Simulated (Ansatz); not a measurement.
We consider CsCl-type MgO (model structure) (like a known high-pressure phase), described by PBEsol (Ansatz, a first-principles code, plane waves, PAW).

Numerical settings: plane-wave cutoff 500 eV, 16×16×16 k mesh, Fermi–Dirac smearing 0.05 eV, scalar-relativistic PAW data made under PBE.

Cell (relaxed at this level):

```
MgO
1.0
    2.63349     0.00000     0.00000
    0.00000     2.63349     0.00000
    0.00000     0.00000     2.63349
Mg O
1 1
Direct
  0.00000   0.00000   0.00000
  0.50000   0.50000   0.50000
```

Q: Give the computed band gap.

A: 
band gap: 2.47 eV (on the SCF k mesh)

Computed values are for the static lattice.

The result took about 14 core-seconds (a rough figure).

A model structure was made by putting elements into a prototype or built by hand; it is no filed structure, need not be a known phase, and can be a saddle point held by its symmetry.
